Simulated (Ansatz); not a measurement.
Start from SnO (space group P4/nmm, No. 129; a = 3.8371 Å, c = 4.7588 Å; layered, stacked along the Cartesian z axis). Axes: x, y, z lie along a, b, c of the conventional cell.

Structures relaxed with PBE-D3(BJ), PAW, 420 eV (Ansatz, a quantum-chemistry and plane-wave program; no spin-orbit coupling).

Base:

Simulated powder pattern, Co Kα, λ = 1.79026 Å (kinematic, ideal powder, no thermal factors, no anomalous dispersion; the 14 strongest lines at most, above 2 %, up to 2θ = 90°):

```
2θ (°)  I/Imax (%)    hkl
------  ----------  -----
21.68          3.2  (001)
34.88          100  (101)
38.53           28  (110)
44.20          9.7  (002)
55.62           17  (200)
60.05           27  (112)
67.35           30  (211)
73.65          9.2  (202)
75.27           11  (103)
82.57          5.4  (220)
```

After one change:

Simulated powder pattern, Co Kα, λ = 1.79026 Å (kinematic, ideal powder, no thermal factors, no anomalous dispersion; the 14 strongest lines at most, above 2 %, up to 2θ = 90°):

```tsv
2θ (°)	I/Imax (%)
21.39	2.7
35.23	100
39.51	27
43.58	10
57.11	16
60.27	27
68.91	29
74.49	9.3
74.59	12
85.07	5.2
```

Question: Name the change that was made.
(A) biaxial strain −1.20 %, plane normal [001], relaxed out of plane
(B) biaxial strain −2.40 %, plane normal [001], relaxed out of plane
(C) biaxial strain −3.00 %, plane normal [001], relaxed out of plane
(D) biaxial strain −0.60 %, plane normal [001], relaxed out of plane

Answer: B, biaxial strain −2.40 %, plane normal [001], relaxed out of plane. Its volume per atom is 16.91 Å³ against 17.52 Å³, and its space group is P4/nmm (No. 129).

No phonon test of stability was made. All final runs are without spin polarisation.
